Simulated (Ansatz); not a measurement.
**Electron-phonon data for V3Re (Fm-3m)**

Input:

```yaml
crystal:
  lattice:
    - [0.00000, 2.97743, 2.97743]
    - [2.97743, 0.00000, 2.97743]
    - [2.97743, 2.97743, 0.00000]
  atoms:
    - { symbol: V, position: [0.75000, 0.75000, 0.75000] }
    - { symbol: V, position: [0.25000, 0.25000, 0.25000] }
    - { symbol: V, position: [0.00000, 0.00000, 0.00000] }
    - { symbol: Re, position: [0.50000, 0.50000, 0.50000] }
```

Level of theory: PBEsol, DFPT electron-phonon coupling, linearised Boltzmann equation (plane waves, PAW, scalar-relativistic; Ansatz, a quantum-chemistry and plane-wave program). How the cell was made: relaxed with this functional, without spin-orbit coupling.

resistivity at 300 K: 8.2 μΩ·cm
resistivity at 77 K: 0.56 μΩ·cm
electron mean free path at 300 K (weighted by the current that each state carries): 7.9 nm
electron-phonon coupling λ: 0.42
transport coupling λ_tr: 0.42
logarithmic mean phonon energy: 21 meV
density of states at the Fermi level: 2.1 states/(eV·spin·cell)
Drude plasma energy: 7.3 eV
Hall coefficient at 300 K: 14.1 ×10⁻¹¹ m³/C

A metal at this level (no band gap). Only scattering by harmonic phonons is included (no impurities, grain boundaries, electron-electron scattering or thermal expansion). Spin-orbit coupling is left out, which matters with elements this heavy. Halving the electron mesh (24x24x24) moves the resistivity by up to 3 % at 300 K, the mean free path by up to 3 %, the coupling by up to 4 %. Smearing 0.20 eV; phonons on a 4x4x4 q mesh, which this run doesn't test and which matters most at low temperature.

Computed structure, not matched to a measured one here, so possibly hypothetical: V3Re (Fm-3m). Treated as nonmagnetic (a ferromagnetic start lost its moment, other orders weren't tried): V3Re (Fm-3m).
